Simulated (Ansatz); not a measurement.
zinc-blende AlP: the defect B on the Al site (B_Al)

These are PBE, PAW (plane waves to 420 eV; Ansatz, an electronic-structure program) values and carry that method's errors. Cell: 64 sites, 2×2×2; final energies on a 2×2×2 shifted mesh. Site at the start: the Al site. Charged cells carry a point-charge image correction with potential alignment at far atoms. Dielectric constants: PBE linear response of the host. Host gap at this level: 1.63 eV. A cell of this size leaves errors of a few tenths of an eV. The semilocal functional narrows the gap, so deep levels can fall outside it. Spin–orbit coupling is left out. Each state is the lowest found from its start.

Formation energies E_f are given with the Fermi level at the valence-band maximum. Chemical conditions: Al-rich (Δμ(Al) = 0.00 eV, Δμ(B) = -0.14 eV, bounded by B6P (R-3m); only phases computed here count, gases as isolated molecules at 0 K); P-rich (Δμ(Al) = -1.26 eV, Δμ(B) = -0.86 eV, bounded by zinc-blende BP; only phases computed here count, gases as isolated molecules at 0 K). Reference phases: Al: fcc Al, B: alpha boron.

```
charge         moment (μB)  largest move off a lattice site (Å)  image correction with alignment (eV)  E_f, Al-rich (eV)  E_f, P-rich (eV)
------  ------------------  -----------------------------------  ------------------------------------  -----------------  ----------------
+1*               quenched                                 0.30                                     –                  –                 –
0       not spin-polarised                                 0.30                                  0.00               1.96              1.42
−1*             fractional                                 0.30                                     –                  –                 –
```

* At this level the carrier isn't localised at the defect: at charge +1 holes occupy the valence band; at charge −1 electrons occupy the conduction band. Such a state is shallow or no state of the defect, and this cell gives it no level.

Starting moments that weren't kept: charge +1 began with 1 μB and ended with 0.0.

Flagged in the runs: a doubtful potential alignment.
